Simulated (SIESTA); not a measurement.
# Worked example: self-consistent single point of K3Ga (I4/mmm, 4 atoms in the cell) in SIESTA

Computed with LDA PW92, numerical atomic orbitals TZP, PseudoDojo LDA standard norm-conserving potentials (rewritten from UPF to PSML) (SIESTA).

This input was run:

```
# files in the folder: K.psml Ga.psml (PseudoDojo LDA standard)
SystemName  K3Ga
SystemLabel siesta

NumberOfAtoms                4
NumberOfSpecies              2
%block ChemicalSpeciesLabel
  1 19 K
  2 31 Ga
%endblock ChemicalSpeciesLabel
LatticeConstant              1.0 Bohr
%block LatticeVectors
    -5.404153734    5.404153734   10.586695505
     5.404153734   -5.404153734   10.586695505
     5.404153734    5.404153734  -10.586695505
%endblock LatticeVectors
AtomicCoordinatesFormat      Ang
%block AtomicCoordinatesAndAtomicSpecies
     0.000000000    2.859755000    2.801119000  1
     2.859755000    0.000000000    2.801119000  1
     0.000000000    0.000000000    5.602238000  1
     0.000000000    0.000000000    0.000000000  2
%endblock AtomicCoordinatesAndAtomicSpecies

XC.functional                LDA
XC.authors                   PW92
PAO.BasisSize                TZP
PAO.EnergyShift              0.01 Ry
MeshCutoff                   300 Ry
%block kgrid.MonkhorstPack
    6   0   0  0.0
    0   6   0  0.0
    0   0   6  0.0
%endblock kgrid.MonkhorstPack
OccupationFunction           MP
OccupationMPOrder            0
ElectronicTemperature        3156.43 K

MaxSCFIterations             150
SCF.Mixer.Method             Broyden
SCF.Mixer.Weight             0.1
SCF.Mixer.History            8
SCF.DM.Tolerance             1.0E-04
Diag.ParallelOverK           true
WriteForces                  true
Charge.Mulliken              end
```

Log, with long lists cut:

```
reinit: Reading from file input.fdf

reinit: System Name: K3Ga
reinit: System Label: siesta

coor:   Atomic-coordinates input format  =     Cartesian coordinates
coor:                                          (in Angstroms)

siesta: Atomic coordinates (Bohr) and species
siesta:      0.00000   5.40415   5.29335  1        1
siesta:      5.40415   0.00000   5.29335  1        2
siesta:      0.00000   0.00000  10.58670  1        3
siesta:      0.00000   0.00000   0.00000  2        4

siesta: System type = bulk

initatomlists: Number of atoms, orbitals, and projectors:      4    52    72

siesta: ******************** Simulation parameters ****************************
redata: Spin configuration                          = none
redata: Time-Reversal Symmetry                      = T
redata: Number of Atomic Species                    =        2
redata: Mesh Cutoff                                 =   300.0000 Ry
redata: Net charge of the system                    =     0.0000 |e|
redata: Min. number of SCF Iter                     =        0
redata: Max. number of SCF Iter                     =      150
redata: SCF convergence failure will abort job
redata: SCF mix quantity                            = Hamiltonian
redata: Mix DM or H after convergence               =   F
redata: Recompute H after scf cycle                 =   F
redata: Mix DM in first SCF step                    =   T
redata: No kicks to SCF
redata: DM Mixing Weight for Kicks                  =     0.5000
redata: Require Harris convergence for SCF          =   F
redata: Harris energy tolerance for SCF             =     0.000100 eV
redata: Require DM convergence for SCF              =   T
redata: DM tolerance for SCF                        =     0.000100
redata: Require EDM convergence for SCF             =   F
redata: EDM tolerance for SCF                       =     0.001000 eV
redata: Require H convergence for SCF               =   T
   [... lines left out ...]
diag: Used triangular part                          = Lower
diag: Absolute tolerance                            =  0.100E-15
diag: Orthogonalization factor                      =  0.100E-05
diag: Memory factor                                 =  1.0000

superc: Internal auxiliary supercell:     5 x     5 x     5  =     125
superc: Number of atoms, orbitals, and projectors:    500   6500   9000

                        Single-point calculation

superc: Internal auxiliary supercell:     5 x     5 x     5  =     125
superc: Number of atoms, orbitals, and projectors:    500   6500   9000

outcell: Unit cell vectors (Ang):
       -2.859755    2.859755    5.602238
        2.859755   -2.859755    5.602238
        2.859755    2.859755   -5.602238

outcell: Cell vector modules (Ang)   :    6.909520    6.909520    6.909520
outcell: Cell angles (23,13,12) (deg):    131.1016    131.1016     71.6517
outcell: Cell volume (Ang**3)        :    183.2649
new_DM -- step:     1
Initializing Density Matrix...

Attempting to read DM from file... Failed...
DM filled with atomic data:

InitMesh: MESH = 64 x 64 x 54 = 221184
InitMesh: Mesh cutoff (required, used) =   300.000   344.983 Ry

stepf: Methfessel-Paxton step function
       Using Hermite-Gauss polynomials of order  0
        iscf     Eharris(eV)        E_KS(eV)     FreeEng(eV)     dDmax    Ef(eV) dHmax(eV)
   scf:    1    -4514.113939    -4516.106491    -4516.260398  1.233070 -3.426482  2.928424
   scf:    2    -4516.399382    -4516.256624    -4516.407036  0.030957 -3.390096  2.468806
   scf:    3    -4516.742394    -4516.541162    -4516.679806  0.110313 -3.285847  1.234601
   scf:    4    -4516.605923    -4516.577563    -4516.716683  0.059523 -3.335008  0.181306
   scf:    5    -4516.577544    -4516.577617    -4516.716965  0.006491 -3.343048  0.028934
   scf:    6    -4516.577918    -4516.577770    -4516.717010  0.003933 -3.342757  0.008530
   scf:    7    -4516.577849    -4516.577810    -4516.717016  0.001671 -3.342749  0.001305
   scf:    8    -4516.577811    -4516.577811    -4516.717016  0.000077 -3.342792  0.000954
SCF Convergence by DM+H criterion
max |DM_out - DM_in|         :     0.0000772642
max |H_out - H_in|      (eV) :     0.0009543645
SCF cycle converged after 8 iterations

Using DM_out to compute the final energy and forces

siesta: E_KS(eV) =            -4516.5778

siesta: E_KS - E_eggbox =     -4516.5778

siesta: Atomic forces (eV/Ang):
     1    0.000011   -0.000011    0.000000
     2   -0.000011    0.000011    0.000000
     3    0.000000    0.000000   -0.000000
     4   -0.000000   -0.000000   -0.000000
   Tot   -0.000000   -0.000000    0.000000
   Max    0.000011
   Res    0.000006    sqrt( Sum f_i^2 / 3N )
   Max    0.000011    constrained

Stress tensor Voigt[x,y,z,yz,xz,xy] (kbar):        8.39        8.39        9.35       -0.00       -0.00       -0.01
(Free)E + p*V (eV/cell)    -4517.7136
Target enthalpy (eV/cell)    -4516.7170

siesta: Program's energy decomposition (eV):
siesta: Ebs     =      -760.849401
siesta: Eions   =      6974.340794
siesta: Ena     =      1628.909380
siesta: Ekin    =      2536.011772
siesta: Enl     =      -690.525789
siesta: Eso     =         0.000000
siesta: Edftu   =         0.000000
siesta: DEna    =        44.503013
siesta: DUscf   =         0.870449
siesta: DUext   =         0.000000
siesta: Ex      =      -967.221823
siesta: Ec      =       -94.784019
siesta: Exc     =     -1062.005842
siesta: Eharris =     -4516.577811
siesta: Etot    =     -4516.577811
siesta: FreeEng =     -4516.717016

siesta: Stress tensor (static) (eV/Ang**3):
siesta:     0.005240   -0.000004   -0.000001
siesta:    -0.000004    0.005240   -0.000001
siesta:    -0.000001   -0.000001    0.005834

siesta: Cell volume =        183.264861 Ang**3

siesta: Pressure (static):
siesta:                Solid            Molecule  Units
siesta:          -0.00005923         -0.00005922  Ry/Bohr**3
siesta:          -0.00543782         -0.00543771  eV/Ang**3
siesta:          -8.71235064         -8.71216928  kBar

mulliken: Atomic and Orbital Populations:

Species: K
Atom  Qatom  Qorb
               3s      4s      4s      4s      3py     3pz     3px     4py
               4pz     4px
   1  9.019   1.955   0.190  -0.467   0.892   2.006   1.982   2.006   0.133
              0.188   0.133
   2  9.019   1.955   0.190  -0.467   0.892   2.006   1.982   2.006   0.133
              0.188   0.133
   3  8.835   1.952   0.172  -0.309   0.682   2.003   2.011   2.003   0.150
              0.021   0.150

Species: Ga
Atom  Qatom  Qorb
               4s      4s      4s      4py     4pz     4px     4py     4pz
               4px     4py     4pz     4px     3dxy    3dyz    3dz2    3dxz
               3dx2-y2 4dxy    4dyz    4dz2    4dxz    4dx2-y2
   4 13.127   1.415   0.035   0.152   0.468   0.591   0.468   0.035   0.031
              0.035  -0.035  -0.066  -0.035   2.003   2.004   2.005   2.004

              2.007   0.001   0.001   0.004   0.001   0.003

mulliken: Qtot =       40.000

Mulliken Atomic Populations:
Atom #   charge [q] valence [e]  Species
     1    -0.018965    9.018965  K
     2    -0.018965    9.018965  K
     3     0.164646    8.835354  K
     4    -0.126717   13.126717  Ga
 Total     0.000000
```

The run converged in 8 iterations.

The starting cell comes from a database of computed structures (which also holds hypothetical and non-ambient phases and stackings), without a prior relaxation at this level. Its lattice was rescaled by a random factor within 2.5 % of one. Values carry the incompleteness of an atom-centred basis.
